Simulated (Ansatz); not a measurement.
The starting structures come from a database of crystals and need not be the phases stable at ambient conditions.

 Where the default PAW files enter, the runs use the earlier of Ansatz's two default sets.

Here is the system:

```
WO3
1.0
    3.94353     0.00000     0.00000
    0.00000     7.78109     0.00000
    0.01334     0.00000     7.53935
W O
4 12
Direct
  0.05397   0.71576   0.25478
  0.94603   0.28424   0.74522
  0.94603   0.21576   0.24522
  0.05397   0.78424   0.75478
  0.00108   0.01339   0.75073
  0.99892   0.98661   0.24927
  0.99892   0.51339   0.74927
  0.00108   0.48661   0.25073
  0.99877   0.25040   0.49843
  0.00123   0.74960   0.50157
  0.00123   0.75040   0.00157
  0.99877   0.24960   0.99843
  0.49373   0.26986   0.74928
  0.50627   0.73014   0.25072
  0.50627   0.76986   0.75072
  0.49373   0.23014   0.24928
```

Space group of this cell: P2_1/c. The cell is taken as given; by PBEsol its mean pressure is -7.3 GPa.

The current runs along the normal of the first two printed vectors. All runs by Ansatz (a first-principles code), plane waves and PAW, without spin-orbit coupling; the base is PBEsol.

| run | mean pressure (GPa) | gap (eV) | mid-gap κ (1/Å) |
|---|---|---|---|
| base | -7.3 | 1.40 | 0.176 |
| all lengths scaled by 0.98 | 6.7 | (withheld) | (withheld) |
| all lengths scaled by 1.02 | -17.7 | 1.27 | 0.171 |
| lda in place of pbesol | -11.6 | 1.36 | 0.173 |
| lengths across the current scaled by 0.98, ions clamped | 1.7 | (withheld) | (withheld) |
| lengths across the current scaled by 1.02, ions clamped | -14.4 | (withheld) | (withheld) |
| lengths along the current scaled by 0.97, ions clamped | -0.3 | 1.55 | 0.186 |
| lengths along the current scaled by 1.03, ions clamped | -12.6 | 1.25 | 0.166 |

Problem. What belongs in the gaps?

Solution. 
- all lengths scaled by 0.98, gap (eV): 1.54
- all lengths scaled by 0.98, mid-gap κ (1/Å): 0.181
- lengths across the current scaled by 0.98, ions clamped, gap (eV): 1.43
- lengths across the current scaled by 0.98, ions clamped, mid-gap κ (1/Å): 0.175
- lengths across the current scaled by 1.02, ions clamped, gap (eV): 1.37
- lengths across the current scaled by 1.02, ions clamped, mid-gap κ (1/Å): 0.178
